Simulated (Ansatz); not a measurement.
Results of PBE (Ansatz, a program for electronic structure, plane waves, PAW) for cubic perovskite KZnF₃.

Settings: plane-wave cutoff 500 eV, 8×8×8 k mesh, gaussian smearing 0.02 eV, scalar-relativistic PAW data made under PBE.

Cell (relaxed at this level):

```
CELL_PARAMETERS angstrom
      4.12732     0.00000     0.00000
      0.00000     4.12732     0.00000
      0.00000     0.00000     4.12732
ATOMIC_POSITIONS crystal
  K  0.00000 0.00000 0.00000
  Zn 0.50000 0.50000 0.50000
  F  0.50000 0.00000 0.50000
  F  0.00000 0.50000 0.50000
  F  0.50000 0.50000 0.00000
```

Problem. Predict the band gap.

Solution. 
- band gap = 3.72 eV (on the SCF k mesh)

Static lattice: no zero-point or thermal effects.

The result took around 23 core-seconds (rough).
